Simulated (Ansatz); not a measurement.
Base system: PbSe in the rock salt structure (space group Fm-3m, No. 225; a = 6.178 Å). Axes: x, y, z lie along the cube axes.

Perturbation: biaxial strain +0.55 %, plane normal [001], relaxed out of plane (Cartesian); in-plane vectors clamped, the third vector and the atoms free.

Levels (all Ansatz, a program for electronic structure, PAW, earlier PAW set): r2SCAN (500 eV, spin-orbit coupling left out); HSE06 (420 eV, scalar-relativistic without spin-orbit coupling); HSE06+SOC (420 eV, spin-orbit coupling included).

One geometry, relaxed with r2SCAN, under each level:

```tsv
level	band gap	lowest conduction level above the VBM at special points
r2SCAN	0.70 eV	N 0.70 eV; R 2.22 eV; G 2.22 eV; Γ 4.93 eV
HSE06	0.83 eV	N 0.83 eV; R 2.46 eV; G 2.46 eV; Γ 5.37 eV
HSE06+SOC	0.26 eV	N 0.26 eV; R 2.18 eV; G 2.18 eV; Γ 3.68 eV
```

Single points use the geometry relaxed with r2SCAN. HSE06 gaps are upper bounds (no full band path). The spin-orbit shifts are approximate. Spin-orbit coupling, missing from the scalar runs, can matter with Pb. Whether these cells are dynamically stable was not tested. k-point labels follow each cell's own Brillouin zone.
